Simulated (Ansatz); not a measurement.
Candidates (primitive cells; geometry: relaxed with this functional, without spin-orbit coupling):
A. HfW2 (Fd-3m), a = b = c = 5.333 Å, α = β = γ = 60.00°
B. NaAu2 (Fd-3m), a = b = c = 5.5139 Å, α = β = γ = 60.00°
C. Be$_{2}$Ag (Fd-3m), a = b = c = 4.4842 Å, α = β = γ = 60.00°

**Question.** Rank these by logarithmic mean phonon energy (lowest first), as PBEsol, DFPT electron-phonon coupling, linearised Boltzmann equation in Ansatz (a first-principles code) gives it.

**Answer.** B (8.2 meV), A (16.4 meV), C (32 meV)

Metals; harmonic phonons. Halving the electron mesh moves these values by up to 5 %; q meshes are mostly untested. Some of the runs warned that the eigensolver left states short of its tolerance. Spin-orbit coupling is left out.

Formula and space group known from diffraction (Crystallography Open Database), not checked to be the room-temperature form: Be2Ag (Fd-3m), HfW2 (Fd-3m), NaAu2 (Fd-3m). The missing spin-orbit coupling matters most for HfW2 (Fd-3m), NaAu2 (Fd-3m).
